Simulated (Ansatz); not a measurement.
Base system: ZnS in the zinc blende structure (space group F-43m, No. 216; a = 5.390 Å). Axes: x, y, z lie along the cube axes.

All numbers come from r2SCAN in Ansatz (plane waves to 500 eV, PAW, no SOC), earlier PAW set.

Before the change:

The band gap is 2.70 eV.

Modification: a free-standing slab of 7 layers (14 atoms, 2 a layer) is cut normal to [110], with 15 Å of vacuum and the in-plane cell held at bulk.

Estimate the effect on the band gap.

The band gap grows by 0.18 eV to 2.88 eV.

What does the calculation give for the excess energy per area of both faces after the change?

The excess energy per area of both faces (slab less bulk energy over the cell's area: twice a surface energy) is 1.10 J/m².

The excess energy carries the mismatch between the slab's and the bulk's meshes. No phonon test of stability was made.

Ansatz is an electronic-structure program.
